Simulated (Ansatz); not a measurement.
Consider interstitial H in fluorite, charge state +1. These are PBE, PAW (plane waves to 420 eV; Ansatz, a first-principles code) values and carry that method's errors.

Settings: 96 host sites, the relaxed PBE lattice, the Γ point alone, smearing 0.01 eV, spin-restricted, no image-charge correction. Static, classical nuclei. The charge state is imposed; whether it is stable for some Fermi level was not computed. Sites that were not tried may lie lower.

Barriers: single points on a 2×2×2 k-point mesh shifted by half a step at the bands' geometries.

Relaxed starting cell (atoms counted from 1):

```xyz
97
Lattice="11.0200 0.0000 0.0000 0.0000 11.0200 0.0000 0.0000 0.0000 11.0200" Properties=species:S:1:pos:R:3 pbc="T T T"
Ca    -0.2536     0.2429     0.0175
Ca    -0.0133     0.0027     5.4875
Ca     0.0099     5.5154    -0.0111
Ca    -0.0057     5.4941     5.5040
Ca     5.4934    -0.0192    -0.0110
Ca     5.5160    -0.0045     5.5052
Ca     5.5660     5.4448    -0.0071
Ca     5.5110     5.4990     5.5072
F      1.3742     4.1265     4.1295
F      1.3742     4.1240     9.6300
F      1.3735     9.6366     3.9181
F      1.3749     9.6319     9.5868
F      6.8842     4.1267     4.1230
F      6.8841     4.1265     9.6212
F      6.8834     9.6365     4.1293
F      6.8844     9.6367     9.6299
F      1.3876     1.3729     4.1442
F      1.3026     1.3364     9.6554
F      1.3589     6.8805     4.1425
F      1.4444     6.9111     9.6538
F      6.8814     1.3728     4.1356
F      6.8382     1.3695     9.6441
F      6.8850     6.8804     4.1347
F      6.9290     6.8833     9.6433
Ca    -0.0145     2.7813     2.7787
Ca    -0.0134     2.7736     8.2379
Ca    -0.0542     8.2088     2.7719
Ca    -0.0450     8.2168     8.1928
Ca     5.5063     2.7493     2.7553
Ca     5.5040     2.7464     8.2518
Ca     5.5381     8.2483     2.7777
Ca     5.5322     8.2490     8.2374
F      1.3005     1.3275     1.4041
F      1.3836     1.3754     6.8906
F      1.4480     6.9204     1.4022
F      1.3642     6.8762     6.8890
F      6.8387     1.3682     1.3720
F      6.8848     1.3716     6.8828
F      6.9294     6.8856     1.3717
F      6.8831     6.8809     6.8820
F      1.3738     4.1242     1.3706
F      1.3734     4.1261     6.8748
F      1.3667     9.6311     0.8380
F      1.3736     9.6358     6.8367
F      6.8837     4.1270     1.3824
F      6.8835     4.1262     6.8821
F      6.8809     9.6370     1.3704
F      6.8840     9.6362     6.8748
Ca     2.8021     0.0450     2.7744
Ca     2.7923     0.0337     8.1940
Ca     2.7620     5.4708     2.7777
Ca     2.7607     5.4776     8.2375
Ca     8.2275     0.0050     2.7785
Ca     8.2359     0.0032     8.2379
Ca     8.2615     5.5043     2.7545
Ca     8.2638     5.5062     8.2514
F      4.1251     4.0813     1.3719
F      4.1291     4.1265     6.8827
F      4.0835     9.5631     1.4028
F      4.1334     9.6452     6.8895
F      9.6425     4.1717     1.3720
F      9.6384     4.1251     6.8824
F      9.6761     9.7105     1.4030
F      9.6341     9.6261     6.8896
F      4.0955     1.3379     1.3546
F      4.1375     1.3792     6.8624
F      4.2304     6.7806     1.4008
F      4.1195     6.8899     6.8736
F      9.5376     1.4733     1.4025
F      9.6481     1.3618     6.8746
F      9.6732     6.9154     1.3525
F      9.6300     6.8721     6.8602
Ca     2.7383     2.7353    -0.0108
Ca     2.7530     2.7584     5.5053
Ca     2.9998     8.0094     0.0153
Ca     2.7604     8.2491     5.4866
Ca     8.2019     2.8088    -0.0066
Ca     8.2565     2.7536     5.5075
Ca     8.2737     8.2725    -0.0110
Ca     8.2515     8.2570     5.5038
F      4.1352     1.3782     4.1174
F      4.0891     1.3316     9.6182
F      4.1240     6.8857     4.1240
F      4.2242     6.7856     9.6121
F      9.6427     1.3669     4.1253
F      9.5429     1.4667     9.6135
F      9.6320     6.8751     4.1149
F      9.6778     6.9201     9.6171
F      4.1300     4.1246     4.1353
F      4.1271     4.0807     9.6440
F      4.1299     9.6508     4.1432
F      4.0976     9.5649     9.6544
F      9.6376     4.1282     4.1351
F      9.6409     4.1713     9.6435
F      9.6375     9.6222     4.1430
F      9.6724     9.7068     9.6544
H      1.3687    -1.3892    -0.3234
```
Cell charge +1.

End state 1 differs by these moves (Å; atoms that move under 0.08 Å are left out):

| atom | element | Δx | Δy | Δz |
|---|---|---|---|---|
| 1 | Ca | 0.23 | 0.00 | 0.23 |
| 11 | F | 0.01 | 0.00 | 0.21 |
| 16 | F | 0.21 | 0.00 | 0.01 |
| 20 | F | -0.09 | 0.00 | -0.09 |
| 27 | Ca | 0.06 | 0.06 | -0.04 |
| 28 | Ca | 0.02 | -0.21 | -0.18 |
| 33 | F | 0.10 | 0.14 | 0.06 |
| 35 | F | -0.05 | 0.00 | -0.07 |
| 36 | F | 0.03 | -0.09 | -0.10 |
| 43 | F | -0.01 | 0.08 | 0.50 |
| 44 | F | -0.02 | -0.07 | 0.08 |
| 63 | F | -0.07 | 0.00 | -0.07 |
| 67 | F | -0.08 | 0.09 | -0.02 |
| 69 | F | 0.07 | 0.00 | 0.07 |
| 72 | F | -0.02 | -0.09 | -0.08 |
| 75 | Ca | -0.18 | 0.21 | 0.02 |
| 79 | Ca | -0.04 | -0.06 | 0.06 |
| 84 | F | -0.10 | 0.09 | 0.03 |
| 86 | F | 0.06 | -0.14 | 0.10 |
| 88 | F | -0.07 | 0.00 | -0.05 |
| 92 | F | 0.08 | 0.07 | -0.02 |
| 96 | F | 0.50 | -0.08 | -0.01 |
| 97 | H | -1.06 | 0.00 | -1.06 |

What is the computed forward and backward barriers to end state 1 (PBE, PAW)?

forward 0.48 eV, backward 0.48 eV; at the saddle point atom 97 has neighbours F at 0.98, 2 F at 1.79 Å. The saddle point's order was not checked, and it lies on a symmetry element of the cell, where a band can be held.
